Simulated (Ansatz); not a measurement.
A self-consistent single point of Ba4As2O (I4mm, 7 atoms in the cell) with Ansatz (an electronic-structure program).

Computed with PBEsol, default PAW files made with PBE (plane waves; Ansatz).

```
CELL_PARAMETERS angstrom
     -2.59327     2.59327     8.67609
      2.59327    -2.59327     8.67609
      2.59327     2.59327    -8.67609
ATOMIC_POSITIONS crystal
  Ba 0.67827 0.67827 0.00000
  Ba 0.32461 0.32461 0.00000
  Ba 0.50000 0.00000 0.50000
  Ba 0.00000 0.50000 0.50000
  As 0.86438 0.86438 0.00000
  As 0.13562 0.13562 0.00000
  O  0.50000 0.50000 0.00000
```

Reference input (self-consistent single point, DFT, PBEsol, plane waves, default PAW files made with PBE): basis.ecutwfc = 420 eV; kpoints.mp_grid.grid = 5 5 5; hamiltonian.xc = pbesol; hamiltonian.pseudopotentials = {kind: paw} (the program's default PAW files); scf.occupations.method = fixed. This run's input differs from it in these lines:

Ansatz 0.2 input:
```diff
@@ -16,3 +16,3 @@
 kpoints:
-  mp_grid: { grid: [5, 5, 5] }
+  mp_grid: { grid: [14, 14, 14], shift: [0.5, 0.5, 0.5] }
 hamiltonian:
```

The program printed (abridged):

```
SCF iter   1: F=—  HF=-33645.589433 eV  |F-HF|=—  |Δ(HF+E_count)|=         —  Δρ=6.26e-3  dr2=9.97e-2  ethr=1.77e-3  ⟨swp⟩=6.1  Hψ=43466  notcnv=0  defer=1196
all-band conjugate gradients solve this SCF's bands
preconditioner: auto → Resta (q_TF=auto, 2.263 Å⁻¹)
SCF iter   2: F=—  HF=-33645.574440 eV  |F-HF|=—  |Δ(HF+E_count)|=   1.50e-2  Δρ=3.57e-3  dr2=2.42e-2  ethr=1.31e-4  ⟨swp⟩=2.7  Hψ=19552  notcnv=0  defer=1434
   [... lines left out ...]
SCF iter   5: F=—  HF=-33645.570148 eV  |F-HF|=—  |Δ(HF+E_count)|=   4.03e-5  Δρ=3.99e-5  dr2=4.65e-6  ethr=1.67e-7  ⟨swp⟩=2.0  Hψ=19638  notcnv=0  defer=1162
SCF iter   6: F=—  HF=-33645.570234 eV  |F-HF|=—  |Δ(HF+E_count)|=   8.67e-5  Δρ=1.44e-5  dr2=7.44e-7  ethr=6.12e-9  ⟨swp⟩=2.1  Hψ=20472  notcnv=0  defer=918
SCF iter   7: F=—  HF=-33645.570235 eV  |F-HF|=—  |Δ(HF+E_count)|=   2.92e-7  Δρ=5.24e-6  dr2=1.04e-7  ethr=9.80e-10  ⟨swp⟩=2.1  Hψ=19782  notcnv=0  defer=918
SCF iter   8: F=-33645.570235 eV  HF=-33645.570235 eV  |F-HF|=4.74e-9  |Δ(HF+E_count)|=   3.37e-8  Δρ=1.53e-6  dr2=8.01e-9  ethr=1.32e-10  ⟨swp⟩=15.6  Hψ=67768  notcnv=0
SCF 1 converged in 8 iterations: F = -33645.570235 eV  dr2 = 8.01e-9
Free energy (F): -33645.570235 eV
Internal energy: -33645.570235 eV  (E = F + TS)
E sigma→0 (E₀):  -33645.570235 eV
Fermi energy:    7.768087 eV
--- Forces (eV/Å), atoms counted from 1 ---
  atom   1  Ba    -0.00000000     0.00000000    -0.19038767
  atom   2  Ba     0.00000000     0.00000000     0.03610235
  atom   3  Ba     0.00000000     0.00000000     0.06338997
  atom   4  Ba     0.00000000     0.00000000     0.06338997
  atom   5  As    -0.00000000     0.00000000     0.08924888
  atom   6  As     0.00000000    -0.00000000     0.00322332
  atom   7  O      0.00000000     0.00000000    -0.06496924
--- Stress (GPa, compression-positive) ---
       -2.017787       0.000000       0.000000
        0.000000      -2.017787       0.000000
       -0.000000       0.000000      -1.716092
  P = ⅓ Tr σ = -1.9172 GPa (-19.172 kbar)
  The stress holds the Pulay correction. Without it, at fixed plane waves, as pw.x and ABINIT print it: P = -1.9767 GPa
```

The run converged in 8 iterations. Against the reference run the free energy hardly moves (within 1 meV/atom), the pressure moves little (-1.91 to -1.92 GPa), the largest force stays at 0.190 eV/Å and the gap on the mesh goes from 0.672 to 0.644 eV.

The starting cell comes from a database of computed structures (which also holds hypothetical and non-ambient phases and stackings), without a prior relaxation at this level. Its lattice was rescaled by up to half a per cent. One atom was moved a little off its site on purpose. Ansatz's pressure includes its estimate of the finite-basis (Pulay) stress. The shifted mesh does not hold Γ, so a gap read on it misses any band edge there.

Cost on one core of a shared machine: roughly 4 min.
